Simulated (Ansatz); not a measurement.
Input and output of a self-consistent single point for InGaCu2Se4 (I-4, 8 atoms in the cell) (Ansatz, an electronic-structure program).

Computed with PBEsol, PAW files made with PBE (plane waves; Ansatz).

```xyz
8
Lattice="-2.8828 2.8828 5.7294 2.8828 -2.8828 5.7294 2.8828 2.8828 -5.7294" Properties=species:S:1:pos:R:3 pbc="T T T"
In     0.0000     0.0000     5.7294
Ga     0.0000     2.8828     2.8647
Cu     2.8828     0.0000     2.8647
Cu     0.0000     0.0000     0.0000
Se     1.3391     1.3564    -1.5054
Se    -1.5265     1.5438     7.2348
Se     1.5438     1.5265     4.2239
Se     4.4093     1.3391     1.5054
```

Reference input (self-consistent single point, DFT, PBEsol, plane waves, PAW files made with PBE): kpoints.mp_grid.grid = 5 5 5; hamiltonian.xc = pbesol; hamiltonian.pseudopotentials = {kind: paw} (the program's default PAW files); scf.occupations.method = cold; scf.occupations.width = 0.1 eV. This run's input differs from it in these lines:

Ansatz 0.2 input:
```diff
@@ -16,3 +16,3 @@
 kpoints:
-  mp_grid: { grid: [5, 5, 5] }
+  mp_grid: { grid: [4, 4, 4] }
 hamiltonian:
```

The program printed (abridged):

```
SCF iter   1: F=—  HF=-44147.477250 eV  |F-HF|=—  |Δ(HF+E_count)|=         —  Δρ=4.63e-2  dr2=3.50e0  ethr=3.10e-3  ⟨swp⟩=5.9  Hψ=3595  notcnv=0  defer=7
all-band conjugate gradients solve this SCF's bands
preconditioner: auto → Kerker (q_TF=auto, 2.553 Å⁻¹)
SCF iter   2: F=—  HF=-44146.769216 eV  |F-HF|=—  |Δ(HF+E_count)|=   7.08e-1  S|Δr|=    0.00e0  Δρ=3.19e-2  dr2=1.18e0  ethr=2.74e-3  ⟨swp⟩=2.0  Hψ=1479  notcnv=0  defer=90
   [... lines left out ...]
SCF iter  13: F=—  HF=-44146.428511 eV  |F-HF|=—  |Δ(HF+E_count)|=   2.40e-6  S|Δr|=    0.00e0  Δρ=2.40e-5  dr2=8.54e-7  ethr=6.36e-9  ⟨swp⟩=2.0  Hψ=1197  notcnv=0  defer=90
SCF iter  14: F=—  HF=-44146.428511 eV  |F-HF|=—  |Δ(HF+E_count)|=   1.51e-7  S|Δr|=    0.00e0  Δρ=1.14e-5  dr2=2.06e-7  ethr=6.67e-10  ⟨swp⟩=2.0  Hψ=1885  notcnv=0  defer=90
SCF iter  15: F=-44146.428511 eV  HF=-44146.428511 eV  |F-HF|=2.17e-8  |Δ(HF+E_count)|=   1.12e-8  S|Δr|=    0.00e0  Δρ=2.41e-6  dr2=1.49e-8  ethr=7.81e-11  ⟨swp⟩=10.1  Hψ=5177  notcnv=0
SCF 1 converged in 15 iterations: F = -44146.428511 eV  dr2 = 1.49e-8
Stability not checked (fill_not_monotonic)
Free energy (F): -44146.428511 eV
Internal energy: -44146.433729 eV  (E = F + TS)
E sigma→0 (E₀):  -44146.430250 eV
Entropy (-TS):   0.005218 eV (0.652 meV/atom)
Fermi energy:    7.773968 eV
--- Forces (eV/Å), atoms counted from 1 ---
  atom   1  In     0.00000000    -0.00000000    -0.00000000
  atom   2  Ga     0.00000000     0.00000000    -0.00000000
  atom   3  Cu     0.00000000    -0.00000000    -0.00000000
  atom   4  Cu     0.00000000    -0.00000000     0.00000000
   [... lines left out ...]
  atom   8  Se    -0.04602639    -0.09660409    -0.08262495
--- Stress (GPa, compression-positive) ---
       -2.708201      -0.000000      -0.000000
        0.000000      -2.708201       0.000000
       -0.000000       0.000000      -2.473073
  P = ⅓ Tr σ = -2.6298 GPa (-26.298 kbar)
  The stress holds the Pulay correction. Without it, at fixed plane waves, as pw.x and ABINIT print it: P = -2.6684 GPa
```

The run converged in 15 iterations. Against the reference run the free energy stays essentially unchanged (within 1 meV/atom), the pressure hardly changes (-2.65 to -2.63 GPa) and the largest force goes from 0.131 to 0.135 eV/Å.

The starting cell comes from a database of computed structures (which also holds hypothetical and non-ambient phases and stackings), without a prior relaxation at this level. Spin polarisation is off. Ansatz's pressure includes its estimate of the finite-basis (Pulay) stress. The run gives no clean gap (levels at the Fermi energy touch, overlap or are partly filled at this smearing), which alone does not show that the compound is a metal.
